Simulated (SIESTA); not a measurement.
Band structure of ScCuO2 (P6_3/mmc, 8 atoms in the cell).

```
CELL_PARAMETERS angstrom
      3.22138     0.00000     0.00000
     -1.61069     2.78980     0.00000
      0.00000     0.00000    11.38010
ATOMIC_POSITIONS crystal
  Sc 0.00000 0.00000 0.00000
  Sc 0.00000 0.00000 0.50000
  Cu 0.66667 0.33333 0.75000
  Cu 0.33333 0.66667 0.25000
  O  0.33333 0.66667 0.41034
  O  0.66667 0.33333 0.58966
  O  0.66667 0.33333 0.91034
  O  0.33333 0.66667 0.08966
```

Method: LDA PW92, numerical atomic orbitals DZP, PseudoDojo LDA standard norm-conserving potentials (rewritten from UPF to PSML) in SIESTA.

Settings: XC.functional = LDA; XC.authors = PW92; potentials = PseudoDojo LDA standard; PAO.BasisSize = DZP; PAO.EnergyShift = 0.01 Ry; MeshCutoff = 400 Ry; kgrid.MonkhorstPack = 11 11 3; OccupationFunction = FD; ElectronicTemperature = 0.05 eV; MaxSCFIterations = 150; SCF.Mixer.Method = Broyden; SCF.Mixer.Weight = 0.2; SCF.Mixer.History = 8; SCF.DM.Tolerance = 1.0E-05.

The starting cell comes from a database of computed structures (which also holds hypothetical and non-ambient phases and stackings), without a prior relaxation at this level. Values carry the incompleteness of an atom-centred basis.

Question: Predict the gap along the standard path and the places of the band edges.

Answer: The gap along the path is 2.36 eV, direct at M to within 0.01 eV.

Levels in eV from the top of the valence band on the path, bands 39 to 43:
```csv
point,39,40,41,42,43
Γ,-0.91,-0.91,-0.17,-0.17,2.61
M,-0.46,-0.44,-0.22,0.00,2.36
K,-0.74,-0.28,-0.08,-0.08,2.88
A,-0.47,-0.47,-0.47,-0.47,3.29
L,-0.58,-0.58,-0.04,-0.04,2.60
H,-0.48,-0.48,-0.06,-0.06,3.10
```

Higher empty bands are left out: an atom-centred basis made for the valence describes them poorly.
